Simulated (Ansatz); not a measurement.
The parent structure is SiC in the wurtzite structure (space group P6_3mc, No. 186; a = 3.056 Å, c = 5.016 Å). Axes: x lies along a and z along c of the hexagonal cell.

Calculations: plane-wave PAW DFT at the LDA level (Ansatz, a first-principles code, 420 eV), no SOC.

Base values:

```
Item                                 Result
---------------------  --------------------
Band gap                            2.13 eV
Valence-band top at Γ  0.00, 0.00, -0.11 eV
```

Modification: a pure shear with ε_xz = ε_zx = 0.0167, atoms relaxed at fixed cell.

Problem. How does this affect the band gap?

Solution. The band gap falls by 0.08 eV to 2.05 eV.

Problem. Estimate the effect on the valence-band top at Γ.

Solution. The valence-band top at Γ (three highest levels, from the VBM) changes from 0.00, 0.00, -0.11 eV to 0.00, -0.09, -0.29 eV.

The cells carry an imposed strain or load. Whether these cells are dynamically stable was not tested.
